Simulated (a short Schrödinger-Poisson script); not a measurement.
## Gated Al0.4Ga0.6N/GaN polarisation-induced gas

Stack: gated Al0.4Ga0.6N/GaN polarisation-induced gas, at 150 K.

```csv
layer,material,thickness (nm),Na (cm⁻³)
1,Al0.4Ga0.6N,30,-
2,GaN,6000,9e15
```

Constants are typed, rounded textbook-type inputs, not results; the design itself was drawn at random and stands for no fabricated device. Al0.4Ga0.6N: permittivity 9.26, conduction-band edge (eV) 0.58, gap (eV) 4.258, electron mass (mₑ) 0.248, Nv at 300 K (cm⁻³) 4.6e19. GaN: permittivity 9.5, conduction-band edge (eV) 0, gap (eV) 3.43, Nv at 300 K (cm⁻³) 4.6e19.

Channel valleys (confinement mass, in-plane density-of-states mass, number): Γ 0.2, 0.2, 1. At the gate the conduction-band edge of layer 1 lies 1.36 eV − eVg above the Fermi level of the channel; the field vanishes at the back. Sheet of polarisation charge: +2e13 e/cm² at 30 nm from the gate. The barrier under the gate holds no holes. Gaps are held at their typed values at every temperature. Mesh 0.08 nm at interfaces.

From a short Schrödinger-Poisson script (our own, NumPy): 1D Poisson equation in equilibrium, electrons quantum, Hartree plus LDA exchange-correlation (BenDaniel-Duke, 40 states a valley, the channel's in-plane mass for all, wave functions free to enter the barrier), parabolic valleys, classical holes, full ionisation, no traps, pinning or gate leakage.

```csv
Vg (V),electrons (cm⁻²),in the channel layer,C (μF/cm²),Γ E0 (meV),Γ E1 (meV)
0.5,1.82e13,1.65e13,0.267,-197.9,-15.8
-0.2,1.70e13,1.56e13,0.267,-186.7,-12.1
-0.9,1.58e13,1.46e13,0.266,-175.3,-8.5
-1.6,1.47e13,1.37e13,0.266,-163.8,-4.8
-2.3,1.35e13,1.27e13,0.265,-152.0,-0.9
-3,1.23e13,1.17e13,0.265,-140.1,3.1
-3.7,1.12e13,1.06e13,0.264,-128.0,7.4
-4.4,1.00e13,9.59e12,0.264,-115.7,12.1
-5.1,8.88e12,8.53e12,0.263,-103.2,17.2
-5.8,7.73e12,7.47e12,0.263,-90.4,22.7
-6.5,6.58e12,6.39e12,0.262,-77.4,28.6
-7.2,5.44e12,5.31e12,0.262,-64.1,34.7
-7.9,4.30e12,4.21e12,0.261,-50.6,40.8
-8.6,3.16e12,3.11e12,0.259,-36.8,46.7
-9.3,2.03e12,2.01e12,0.257,-21.9,52.7
-10,9.16e11,9.10e11,0.253,-3.5,60.5
-10.7,2.73e7,2.72e7,0.0134,137.1,185.5
```

Gate voltages with under 1e6 electrons/cm² are left out.

Subbands count from the Fermi level.
